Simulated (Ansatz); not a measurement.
**Effect of x(V) = 0.667, 6 atoms, I4/mmm on NbN**

The parent structure is NbN in the rock salt structure (space group Fm-3m, No. 225; a = 4.3800 Å).

The other end (x = 1) is VN in the rock salt structure (space group Fm-3m, No. 225): 8.45 Å³/atom, gap zero.

It is then changed as follows: V replaces 66.7 % of the Nb, ordered in a cell of 6 atoms (starting symmetry I4/mmm) and fully relaxed.

Computed with plane-wave PAW DFT at the PBEsol level (Ansatz, a first-principles code, 420 eV), no SOC, earlier PAW set. k-mesh 15×15×15 (Γ-centred); smearing 0.05 eV (Fermi–Dirac), for the changed cell.

```json
[
 {"quantity": "volume per atom", "base": "10.50 Å³", "changed": "9.26 Å³", "shift": "-1.24 Å³"},
 {"quantity": "density", "base": "8.45 g/cm³", "changed": "7.08 g/cm³", "shift": "-1.376 g/cm³"},
 {"quantity": "shortest interatomic distance", "base": "2.190 Å", "changed": "1.969 Å", "shift": "-0.221 Å"},
 {"quantity": "band gap", "base": "zero", "changed": "zero", "shift": "–"},
 {"quantity": "mixing energy (to 0.01 eV only: unlike meshes or grids)", "base": "–", "changed": "+0.04 eV/atom", "shift": "–"},
 {"quantity": "deviation of the volume from the linear (Vegard-type) interpolation", "base": "–", "changed": "+1.4 %", "shift": "–"},
 {"quantity": "mean first-shell distances", "base": "–", "changed": "Nb–N 2.114 Å (end compound 2.190 Å), V–N 2.094 Å (end compound 2.037 Å)", "shift": "–"}
]
```

Cost of the whole job for the changed cell (relaxation, final SCF and bands): very roughly 19 core-minutes.

These are small ordered cells, not random alloys; other orderings at the same x differ. No phonon test of stability was made. Starting moments died away, wholly or in part, for x(V) = 0.667, 6 atoms, I4/mmm and Nb → V; another magnetic solution may exist. The final runs are not spin-polarised.
